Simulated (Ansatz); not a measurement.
**Effect of uniaxial strain ε_zz = +1.50 % on Zr**

The reference is Zr in the hcp (Mg type) structure (space group P6_3/mmc, No. 194; a = 3.230 Å, c = 5.179 Å; relaxed with 0.1 eV smearing). Axes: x lies along a and z along c of the hexagonal cell.

Modification: the cell is stretched by 1.50 % along z with no lateral relaxation, atoms relaxed at fixed cell.

Method: PBE (Ansatz, a program for electronic structure), spin-orbit coupling left out. Γ-centred 21×21×11 mesh, Fermi–Dirac width 0.1 eV.

- Volume per atom = 23.75 Å³ (base 23.40 Å³)
- Space group = P6_3/mmc (No. 194) (base P6_3/mmc (No. 194))
- Shortest interatomic distance = 6.090 bohr (base 6.030 bohr)
- Energy relative to the base (free energy F) = +2.6 meV/atom
- Band gap = zero (base zero)
- Stress (xx, yy, zz, yz, xz, xy; compression positive) = (-1.0, -1.0, -2.3, 0.0, 0.0, 0.0) GPa

No phonon test of stability was made. All final runs are without spin polarisation.
